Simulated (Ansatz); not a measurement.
System: InSe (P-6m2, No. 187; structure not from a measured cell). Method: r²SCAN+SOC (Ansatz, a quantum-chemistry and plane-wave program, plane waves, PAW).

Settings: plane-wave cutoff 560 eV, 12×12×2 k mesh (along the axes of the cell as run), Fermi–Dirac smearing 0.01 eV, PAW data made under PBE.

Cell (relaxed with PBEsol):

Space group P-6m2 (No. 187); a = b = 4.008 Å, c = 16.871 Å, α = β = 90.00°, γ = 120.00°

```
atom  site  symmetry       x       y       z
----  ----  --------  ------  ------  ------
In      2g       3m.  0.0000  0.0000  0.4177
In      2h       3m.  0.3333  0.6667  0.0823
Se      2i       3m.  0.6667  0.3333  0.1580
Se      2h       3m.  0.3333  0.6667  0.3420
```

Question: Estimate the band gap that the calculation returns.

Answer: 
- band gap: 0.88 eV (direct)

Note: cell and atoms aren't relaxed at this level (largest force component 0.08 eV/Å, pressure 0.9 GPa); this cell isn't known to be the ambient phase, and symmetry holds it in the calculation; the cell has widely spaced layers and the level no dispersion term, so their spacing and the moduli can rest on weak binding.

Computed values are for the static lattice.

Computing time: around 40 core-minutes (rough).
